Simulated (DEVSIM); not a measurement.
Device: abrupt GaAs p-n junction, at 300 K.

Layer 1 from the left is GaAs, thickness (μm) 1.30, Na (cm⁻³) 7e15, τn (s) 1.2e-8, τp (s) 1.2e-8. Layer 2 from the left is GaAs, thickness (μm) 5.70, Nd (cm⁻³) 1.4e16, τn (s) 1.2e-8, τp (s) 1.2e-8.

Left contact: ohmic. Right contact: ohmic. Voltage is applied to the left contact. Recombination: SRH at mid-gap, Auger. Mobility is μmin + (μ − μmin)/(1 + (N/Nref)^α).

Constants are typed, rounded textbook-type inputs, not results; the design itself was drawn at random and stands for no fabricated device. Values at 300 K.

GaAs: gap (eV) 1.424, affinity (eV) 4.07, permittivity 12.9, Nc (cm⁻³) 4.7e17, Nv (cm⁻³) 9e18, μn (cm²/Vs) 8500, μp (cm²/Vs) 400, μn,min 500, μp,min 20, Nref,n 6e16, Nref,p 1.5e17, αn 0.39, αp 0.38, Cn (cm⁶/s) 1e-30, Cp (cm⁶/s) 1e-30.

**Question.** Estimate by hand the built-in potential, the peak field at zero bias, the capacitance at -1.5 V, and compare with a numerical solution.

**Answer.** 
- Built-in potential: ni = √(Nc Nv) exp(−Eg/2kT) = 2250000 cm⁻³ with Eg = 1.424 eV; Vbi = kT/q ln(Na Nd/ni²) = 1.148 V; numerical 1.148 V.
- Peak field at zero bias: depletion approximation: W = √(2εVbi/(qN)) = 0.592 μm with N = 4.67e15 cm⁻³; field = 2Vbi/W = 38800 V/cm; numerical 37900 V/cm (estimate above by 2.3 %).
- Capacitance at -1.5 V: C = √(qεN / 2(Vbi + |V|)) = 12.7 nF/cm²; numerical 12.8 nF/cm² (estimate below by 0.98 %).

Simulated with DEVSIM: 1D drift-diffusion, Boltzmann statistics, complete ionisation; no tunnelling, impact ionisation, image-force lowering or self-heating.
